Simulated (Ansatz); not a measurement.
**SrTiO3, pressure series**

Consider SrTiO3 in the cubic perovskite structure (space group Pm-3m, No. 221; a = 3.9075 Å).

Cell and atoms are relaxed at each pressure.

The values are results of r2SCAN (Ansatz, a program for electronic structure, PAW, without spin-orbit coupling), earlier PAW set, not measurements.

```csv
pressure (GPa),volume per atom (Å³/atom)
-1,11.997
0,11.933
0.3,?
0.7,11.889
1.5,11.840
3,11.751
5,11.638
7.5,11.504
10,11.377
```

Question: Fit the third-order Birch–Murnaghan form P(V) = (3B₀/2)[(V₀/V)^(7/3) − (V₀/V)^(5/3)]·[1 + (3/4)(B₀′ − 4)((V₀/V)^(2/3) − 1)] (squares taken in P) to the rows shown and predict the withheld row.

Answer: Least squares on the printed values gives V₀ = 11.933 Å³/atom, B₀ = 189 GPa, B₀′ = 4.3; this predicts 11.914 Å³/atom, and the run gives 11.915 Å³/atom, in agreement.

Measured bulk modulus of SrTiO3: 172.1 GPa (room temperature; as listed in Mael Guennou et al., Physical Review B (2010)); the computed value is for a static lattice, so the two differ by thermal effects too.

Load acts through the strain it causes; cell and atoms are relaxed under it. Whether these cells are dynamically stable was not tested. No other phases were tried under pressure. The final runs are not spin-polarised. Many cubic perovskites are stable only at high temperature; tilts and polar distortions were not tested.
